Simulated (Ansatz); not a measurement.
The starting structures come from a database of crystals and need not be the phases stable at ambient conditions.

The decay constant κ of evanescent states in the gap governs leakage through a thin film.

Input:

```yaml
crystal:
  lattice:
    - [4.72422, 0.00000, 0.00000]
    - [0.00000, 8.51116, 0.00000]
    - [0.00000, 0.00000, 4.94697]
  atoms:
    - { symbol: Sr, position: [0.10904, 0.14658, 0.75000] }
    - { symbol: Sr, position: [0.89096, 0.85342, 0.25000] }
    - { symbol: Sr, position: [0.60904, 0.35342, 0.25000] }
    - { symbol: Sr, position: [0.39096, 0.64658, 0.75000] }
    - { symbol: O, position: [0.46557, 0.35537, 0.75000] }
    - { symbol: O, position: [0.53443, 0.64463, 0.25000] }
    - { symbol: O, position: [0.96557, 0.14463, 0.25000] }
    - { symbol: O, position: [0.03443, 0.85537, 0.75000] }
    - { symbol: O, position: [0.77713, 0.39550, 0.75000] }
    - { symbol: O, position: [0.22287, 0.60450, 0.25000] }
    - { symbol: O, position: [0.27713, 0.10450, 0.25000] }
    - { symbol: O, position: [0.72287, 0.89550, 0.75000] }
```

Space group of this cell: Pnma. The cell is taken as given; by r2SCAN its mean pressure is -3.0 GPa.

Transport runs along the normal of the first two printed cell vectors.

No gap correction and no spin-orbit coupling; mid-gap values are interpolated between computed energies.

Problem. Estimate the band gap and the smallest decay constant κ at mid-gap that r2SCAN (Ansatz, a quantum-chemistry and plane-wave program) returns for this system.

Solution. Gap 3.37 eV on a 6×4×6 mesh; κ = 0.444 1/Å, at the zone centre.
